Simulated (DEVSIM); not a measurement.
Device: Schottky contact on n-type Si, at 300 K.

Layer 1 from the left is Si, thickness (μm) 4.50, Nd (cm⁻³) 2.2e16, τn (s) 4.8e-5, τp (s) 4.8e-5.

Left contact: Schottky, work function 4.88 eV, emission velocity 1.8e6 cm/s. Right contact: ohmic. Voltage is applied to the left contact. Recombination: SRH at mid-gap. Mobility is constant in doping.

Constants are typed, rounded textbook-type inputs, not results; the design itself was drawn at random and stands for no fabricated device. Values at 300 K.

Si: gap (eV) 1.124, affinity (eV) 4.05, permittivity 11.7, Nc (cm⁻³) 2.86e19, Nv (cm⁻³) 3.1e19, μn (cm²/Vs) 1417, μp (cm²/Vs) 470.

DEVSIM, 1D drift-diffusion, Boltzmann statistics, complete ionisation; no tunnelling, impact ionisation, image-force lowering or self-heating. Metal contacts follow the ideal Schottky-Mott rule: no Fermi-level pinning, no interface dipoles.

Dark forward current:

```csv
|V| (V),|J| (A/cm²)
0.05,5.449e-7
0.10,4.309e-6
0.15,3.032e-5
0.20,0.0002100
0.25,0.001451
0.30,0.01001
0.35,0.06907
0.40,0.4753
0.45,3.238
0.50,20.88
0.55,106.1
0.60,331.4
0.65,679.8
0.70,1099
0.75,1559
0.80,2043
```

### Question
Work out the local ideality factor n = ΔV / (kT/q · ln(J2/J1)) between the rows 0.15 and 0.20 V, 0.75 and 0.80 V.

### Answer
kT/q = 25.85 mV. From 0.15 to 0.20 V: ln(0.0002100/3.032e-5) = 1.935, n = 1.00, near the 1 of diffusion or emission over a barrier. From 0.75 to 0.80 V: ln(2043/1559) = 0.270, n = 7.15; the layers' resistance at their doping, Σ W/(qμN) = 9.0e-5 Ω cm², would take 44 mV of this step of 50 mV.

### Question
Estimate the current at 0.30 V for emission alone, J0 = q v N_band exp(−φB/kT), and read the barrier back from the simulated current.

### Answer
φB = 0.830 eV, N_band = 2.86e19 cm⁻³, J0 = 9.37e-8 A/cm²; J = J0 (exp(qV/kT) − 1) = 0.0103 A/cm². The simulation gives 0.0100 A/cm²; the estimate lies 2.7 % above. Read backwards, the simulated current gives an apparent barrier of 0.831 eV. The estimate leaves out transport through the depletion region and minority injection.
